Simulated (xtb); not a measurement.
xtb 6.7.1, GFN2-xTB: Mn(OH)(acac) (CC1=CC(C)=[O]->[Mn]([OH])[O]1), charge 0, multiplicity 6, 17 atoms. The geometry is a generated start, not checked to be a minimum at this level.

| Quantity | Value |
|---|---|
| run flags | --grad |
| method | GFN2-xTB |
| --acc | 1 (default) |
| --etemp (K) | 300 (default) |
| basis functions | 50 |
| valence electrons | 53 |

```xyz
17

Mn    -0.2240     2.2940     0.6431
O     -0.8645     3.9746     0.8981
H     -1.1518     4.8828     0.8989
C      0.6040    -0.4054    -2.6089
C      0.1278     0.0279    -1.2432
C      0.0047    -0.9324    -0.2322
C     -0.2006    -0.6195     1.1168
C     -0.0425    -1.7080     2.1510
O     -0.4686     0.5514     1.5438
O     -0.0935     1.2719    -1.0790
H      0.8854    -1.4531    -2.6235
H     -0.1934    -0.2363    -3.3308
H      1.4515     0.2077    -2.9081
H      0.2011    -1.9613    -0.4877
H     -0.9963    -1.8646     2.6518
H      0.2867    -2.6402     1.7041
H      0.6739    -1.3893     2.9056
```

Charge 0 and multiplicity 6 are set for this test and not shown to be the ground state. GFN-xTB has no spin term: --uhf 5 sets the occupations alone.

One run each on 1 thread. Values of broydamp tried: 0.02, 0.05, 0.1, 0.2, 0.4 (default), 0.6, 0.8, 1.

### Question
How does the count of SCC iterations change with broydamp, and where is it least?

### Answer
Fewest SCC iterations: 0.4 (default) with 15. The count rises to 45 at 0.02. All converge to one solution.

| broydamp | SCC iterations | end |
|---|---|---|
| 0.02 | 45 | same solution |
| 0.05 | 26 | same solution |
| 0.1 | 20 | same solution |
| 0.2 | 17 | same solution |
| 0.4 (default) | 15 | same solution |
| 0.6 | 18 | same solution |
| 0.8 | 22 | same solution |
| 1 | 23 | same solution |
